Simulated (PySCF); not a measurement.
PySCF 2.14.0, HF/def2-svp, df: Cc1ccc(-c2sc(-c3sc([Si](C)(C)C)cc3F)cc2C)s1, 41 atoms. The geometry is a generated start, not checked to be a minimum at this level.

task: energy
method: hf
basis: def2-svp
two-electron scheme: density fitting
mf.init_guess: minao (default)
mf.DIIS: CDIIS (default)
mf.diis_space: 8 (default)
mf.conv_tol: 1e-09 (default)
basis functions: 419

On 4 threads, 1 BLAS thread. Build: conda-forge: OpenMP (GNU), OpenBLAS with its own threads, libcint, Libxc. Single runs; times are not shown.

Values of mol.max_memory tried: 8000 MB, 4000 MB, 2000 MB, 1000 MB, 500 MB, 300 MB, 200 MB.

Question: How low can the memory setting go, and what changes on the way?

Answer: It runs down to 200 MB, the lowest tried, with the same result. At 8000 MB: fitted integrals in memory. From 1000 MB down: fitted integrals in a file.

| mol.max_memory | path | peak memory |
|---|---|---|
| 8000 MB | fitted integrals in memory | 3.1 GiB |
| 4000 MB | fitted integrals in memory | 2.3 GiB |
| 2000 MB | fitted integrals in memory | 1.7 GiB |
| 1000 MB | fitted integrals in a file | 0.59 GiB |
| 500 MB | fitted integrals in a file | 0.37 GiB |
| 300 MB | fitted integrals in a file | 0.28 GiB |
| 200 MB | fitted integrals in a file | 0.25 GiB |

Peak memory is the kernel's count for the largest process, libraries included and scratch files not. The peak passes the setting at 300 MB, 200 MB: it is no hard cap.
